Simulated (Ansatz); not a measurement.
System: Mg2BeN2 (model structure, started from the Ca2ZnN2 type, I4/mmm, No. 139, 5 atoms in the cell). Method: r²SCAN (Ansatz, a quantum-chemistry and plane-wave program, plane waves, PAW).

Output (set-up and result lines):

```
Relaxation: its limit of steps is 80 (relax.max_steps)
Crystal: 5 atoms, lattice volume = 52.079 Å³
Basis set: ecut = 560 eV, 1565 PW (Γ), FFT grids on a1+a3, a2+a3, a3, exchange–correlation on 72×72×144 points (27 copies of the dense FFT grid, shifted against one another)
Bands: 21, of which v1, the nominal top of the filled ones, is band 16 counted from 1 (15 counted from 0)
Symmetry: 16 space group operations
Space group: I4/mmm (ITA 139), of the structure as read, at distance tolerance 3.7e-5 Å
k-points: 244 of 2744
Functional: x = r2scan, c = r2scan; τ floored in thin density (d = 2e-4 eV/Å³)
SCF iter   1: F=—  HF=-4720.238128 eV  |F-HF|=—  |Δ(HF+E_count)|=         —  Δρ=9.67e-3  dr2=3.82e-2  dr2_τ=2.73e-1
SCF iter   2: F=—  HF=-4720.406533 eV  |F-HF|=—  |Δ(HF+E_count)|=   1.68e-1  Δρ=5.03e-3  dr2=6.44e-3  dr2_τ=6.86e-4
  ...
SCF 1 converged in 7 iterations: F = -4720.407495 eV  dr2 = 7.53e-9
Crystal: 5 atoms, lattice volume = 52.079 Å³
Initial density: handed on by an earlier stage of this run
SCF 2 converged in 5 iterations: F = -4720.408132 eV  dr2 = 6.68e-8
Crystal: 5 atoms, lattice volume = 52.079 Å³
SCF 3 converged in 4 iterations: F = -4720.408330 eV  dr2 = 1.06e-7
Crystal: 5 atoms, lattice volume = 52.079 Å³
SCF 4 converged in 5 iterations: F = -4720.408334 eV  dr2 = 1.94e-10
Crystal: 5 atoms, lattice volume = 52.079 Å³
SCF iter   4: F=—  HF=-4720.408335 eV  |F-HF|=—  |Δ(HF+E_count)|=   3.15e-8  Δρ=5.93e-7  dr2=4.86e-11  dr2_τ=6.30e-11
SCF iter   5: F=-4720.408335 eV  HF=-4720.408335 eV  |F-HF|=4.37e-11  |Δ(HF+E_count)|=   1.76e-9  Δρ=1.06e-7  dr2=1.46e-12  dr2_τ=1.11e-12
SCF 5 converged in 5 iterations: F = -4720.408335 eV  dr2 = 1.46e-12
SCF converged after 5 iterations
Free energy (F): -4720.408335 eV
Internal energy: -4720.408335 eV  (E = F + TS)
E sigma→0 (E₀):  -4720.408335 eV
Fermi energy:    8.330193 eV
--- Forces (eV/Å), atoms counted from 1 ---
  atom   1  Mg     0.00000000    -0.00000000    -0.00026139
  atom   2  Mg     0.00000000     0.00000000     0.00026139
  atom   3  Be     0.00000000     0.00000000     0.00000000
  atom   4  N      0.00000000    -0.00000000     0.00058517
  atom   5  N      0.00000000    -0.00000000    -0.00058517
--- Stress (GPa, compression-positive) ---
        2.636281      -0.000000       0.000000
       -0.000000       2.636281       0.000000
        0.000000       0.000000       2.639797
  P = ⅓ Tr σ = 2.6375 GPa (26.375 kbar)
```

Q: Write an input file that could have produced this run (the log leaves some choices open).

A: This is not unique; one that fits is 
Ansatz 0.2 input:
```yaml
crystal:
  lattice:
    - [-1.5461840756, 1.5461840756, 5.4460567599]
    - [1.5461840756, -1.5461840756, 5.4460567599]
    - [1.5461840756, 1.5461840756, -5.4460567599]
  atoms:
    - { symbol: Mg, position: [0.6646673124, 0.6646673124, 0.0] }
    - { symbol: Mg, position: [0.3353326876, 0.3353326876, 0.0] }
    - { symbol: Be, position: [0.0, 0.0, 0.0] }
    - { symbol: N, position: [0.8609308492, 0.8609308492, 0.0] }
    - { symbol: N, position: [0.1390691508, 0.1390691508, 0.0] }
basis:
  ecutwfc: 560
  ecutrho_ratio: 4
  xc_grid: 3
kpoints:
  mp_grid: { grid: [14, 14, 14] }
hamiltonian:
  xc: r2scan
  dispersion: none
  pseudopotentials: { kind: paw }
scf:
  occupations: { method: fermi_dirac, width: 0.01 }
output:
  forces: true
  stress: true
  eigenvalues: true
relax:
  f_tol: 0.004
  escape_saddle: false
  max_steps: 80
  cell: { stress_tol: 0.02, fix: [volume] }
```

The cell is one volume of an energy–volume scan, off the minimum.

The PAW data were made under PBE.

Note: the relaxation could raise the start's symmetry but not lower it, so the cell can be a saddle point.

A model structure was made by putting elements into a prototype or built by hand; it is no filed structure, need not be a known phase, and can be a saddle point held by its symmetry.
